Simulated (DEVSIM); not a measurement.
Structure: InP p-i-n diode, at 300 K.

Layer 1 from the left is InP, thickness (μm) 0.300, Na (cm⁻³) 7.6e17, τn (s) 4.5e-9, τp (s) 4.5e-9. Layer 2 from the left is InP, thickness (μm) 17.0, Nd (cm⁻³) 2.1e12, τn (s) 4.5e-9, τp (s) 4.5e-9. Layer 3 from the left is InP, thickness (μm) 0.410, Nd (cm⁻³) 1.2e17, τn (s) 4.5e-9, τp (s) 4.5e-9.

Left contact: ohmic. Right contact: ohmic. Voltage is applied to the left contact. Recombination: SRH at mid-gap, Auger. Mobility is μmin + (μ − μmin)/(1 + (N/Nref)^α).

Constants are typed, rounded textbook-type inputs, not results; the design itself was drawn at random and stands for no fabricated device. Values at 300 K.

InP: gap (eV) 1.344, affinity (eV) 4.38, permittivity 12.5, Nc (cm⁻³) 5.7e17, Nv (cm⁻³) 1.1e19, μn (cm²/Vs) 5200, μp (cm²/Vs) 170, μn,min 400, μp,min 10, Nref,n 3e17, Nref,p 4.9e17, αn 0.47, αp 0.62, Cn (cm⁶/s) 9e-31, Cp (cm⁶/s) 9e-31.

DEVSIM, 1D drift-diffusion, Boltzmann statistics, complete ionisation; no tunnelling, impact ionisation, image-force lowering or self-heating.

**Question.** What does the simulation give for the potential step across the device at zero bias, the dark forward voltage at 1 A/cm²?

**Answer.** potential step across the device at zero bias 1.235 V; dark forward voltage at 1 A/cm² 0.966 V.
